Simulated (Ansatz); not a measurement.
Structures of equal composition on the (110) surface of bcc W: a layer of Pt in place of the second plane; a layer of Pt in place of the third plane. The slabs share one bottom face, and each structure is named by its start. These are constructed structures in small cells; real faces may alloy, dewet or reconstruct in larger ones, and not all known structures of the face are among them. Slabs of about 11 Å, Fermi-Dirac smearing of 0.1 eV. Bottom of the slabs: a bare face, its two planes held. Relaxed from the named starts with such symmetry as they have, on meshes of like density; energies extrapolated to zero smearing; spin only where a row says so; no spin-orbit coupling, no U. Brackets mark spin-polarised runs, whose order is one that fits the cell.

Level of theory: PBE (plane waves to 420 eV, PAW; Ansatz, an electronic-structure program).

Order them by energy per 1x1 cell (lowest first) at the level PBE.

a layer of Pt in place of the third plane (0.000 eV), a layer of Pt in place of the second plane (0.207 eV)
